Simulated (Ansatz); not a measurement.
Base system: HfN in the rock salt structure (space group Fm-3m, No. 225; a = 4.502 Å; relaxed with 0.1 eV smearing). Axes: x, y, z lie along the cube axes.

All numbers come from PBEsol in Ansatz (plane waves to 420 eV, PAW, no SOC).

Strains are applied to the cell and any free atomic positions relax.

One change was made to it. Results:

| quantity | base | after |
|---|---|---|
| energy relative to the base (free energy F) | 0 meV/atom | +3.6 meV/atom |
| pressure (mean of the normal stresses, compression positive) | 0.0 GPa | 0.1 GPa |

Q: Name the change that was made.
A. tensor shear ε_xy = +1.43 %
B. tensor shear ε_xy = +2.00 %
C. tensor shear ε_xy = +0.86 %

A: A, tensor shear ε_xy = +1.43 %. For comparison, the energy relative to the base in the other runs: tensor shear ε_xy = +0.86 % gives +1.3 meV/atom; tensor shear ε_xy = +2.00 % gives +7.1 meV/atom.

Stability against distortions was not tested. The final runs are not spin-polarised. An odd electron count without spin: HfN.

Ansatz is a first-principles code.
